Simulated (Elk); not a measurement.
Worked example: self-consistent single point of AlN (F-43m, 2 atoms in the cell) in Elk.

Method of the run: LDA (PW92), all-electron FP-LAPW, Elk's shipped species files, default APW+lo basis (Elk).

```
AlN
1.0
    0.00000     2.18399     2.18399
    2.18399     0.00000     2.18399
    2.18399     2.18399     0.00000
Al N
1 1
Direct
  0.00000   0.00000   0.00000
  0.75000   0.75000   0.75000
```

Reference input (self-consistent single point, DFT, LDA (PW92), all-electron FP-LAPW, Elk's shipped species files, default APW+lo basis): stype = 0; swidth = 0.0001 Ha; ngridk = 7 7 7; rmtscf = 0.83; maxscl = 100. This run's input differs from it in these lines:

```diff
@@ -33,3 +33,3 @@
 ngridk
-  7 7 7
+  5 5 5
```

Log, with long lists cut:

```
│ Self-consistent loop started │
│ Loop number : 1 │
 total energy                :     -299.340835308
│ Loop number : 2 │
 total energy                :     -299.281387952
RMS change in Kohn-Sham potential (target) :   0.3464038085     (  0.1000000000E-05)
Absolute change in total energy (target)   :   0.5944735667E-01 (  0.1000000000E-03)
│ Loop number : 3 │
 total energy                :     -298.110854061
RMS change in Kohn-Sham potential (target) :   0.1800020644     (  0.1000000000E-05)
Absolute change in total energy (target)   :    1.185395729     (  0.1000000000E-03)
│ Loop number : 4 │
   [... lines left out ...]
Absolute change in total energy (target)   :   0.1639069388E-02 (  0.1000000000E-03)
│ Loop number : 12 │
 total energy                :     -296.420209292
RMS change in Kohn-Sham potential (target) :   0.1104291922E-05 (  0.1000000000E-05)
Absolute change in total energy (target)   :   0.3801292675E-03 (  0.1000000000E-03)
│ Loop number : 13 │
 total energy                :     -296.420225208
RMS change in Kohn-Sham potential (target) :   0.5304956590E-06 (  0.1000000000E-05)
Absolute change in total energy (target)   :   0.7911612175E-04 (  0.1000000000E-03)
Convergence targets achieved

│ Loop number : 14 │

Energies :
 Fermi                       :     0.211713630887
 total energy                :     -296.420228415

Density of states at Fermi energy :   0.8541280155E-05
 (states/Hartree/unit cell)

Estimated indirect band gap :   0.1404400577
 from k-point      1 to k-point     10
Estimated direct band gap   :   0.1549698991
 at k-point      1

Charges :
 core                        :    6.000000000
 valence                     :    14.00000000
 interstitial                :    3.533630355
 muffin-tins (core leakage)
  species :    1 (Al)
   atom    1                 :    10.75510073     (  0.3547006509E-02)
  species :    2 (N)
   atom    1                 :    5.711268915     (  0.5039569385E-05)
 total in muffin-tins        :    16.46636964
 total calculated charge     :    19.99138065
 total charge                :    20.00000000
 error                       :   0.8619348296E-02

│ Self-consistent loop stopped │
```

The run converged in 14 iterations. The count includes the last loop, which Elk runs after its targets are met. Against the reference run the total energy goes up by 3.9 meV/atom and the gap on the mesh goes from 3.549 to 3.822 eV.

The starting cell comes from a database of computed structures (which also holds hypothetical and non-ambient phases and stackings), without a prior relaxation at this level. Values depend on the basis (sphere radii, cutoffs, local orbitals), which need not be converged. Another mesh or the band path of this cell gives a smaller gap, so this value is not converged in the mesh.
